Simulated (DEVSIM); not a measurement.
Structure: Ni/SiO2/n-GaAs capacitor, at 350 K.

Layer 1 from the left is SiO2, thickness (nm) 2.60. Layer 2 from the left is GaAs, thickness (nm) 5900, Nd (cm⁻³) 1.2e16.

Metal gate on the left, work function 5.1 eV. Fixed charge at the semiconductor interface 0 cm⁻² (in units of +e); no interface traps.

The device is made up for the run: typed textbook-type constants, with dimensions and the other settings drawn at random. Values at 300 K; Nc and Nv go as T^1.5, mobilities as T to minus their exponent, the gap by Varshni's rule with the affinity fixed.

SiO2: gap (eV) 9, affinity (eV) 0.9, permittivity 3.9. GaAs: gap (eV) 1.424, affinity (eV) 4.07, permittivity 12.9, Nc (cm⁻³) 4.7e17, Nv (cm⁻³) 9e18, Varshni α (eV/K) 0.000541, Varshni β (K) 204.

Estimate by hand the flat-band voltage, the threshold voltage, and compare with a numerical solution.


- Flat-band voltage: C = 1.33 μF/cm², work-function difference 0.912 V; VFB = φms − qNf/C = 0.91 V; numerical 0.91 V.
- Threshold voltage: φF = 0.538 V, depletion charge √(4εqNφF) = 6.88e-8 C/cm²; VT = VFB − 2φF − Qd/C = -0.22 V; numerical -0.22 V.

Model (solved in DEVSIM): 1D Poisson equation in equilibrium, Boltzmann statistics, complete ionisation; no quantum confinement or tunnelling. Metal contacts follow the ideal Schottky-Mott rule: no Fermi-level pinning, no interface dipoles.
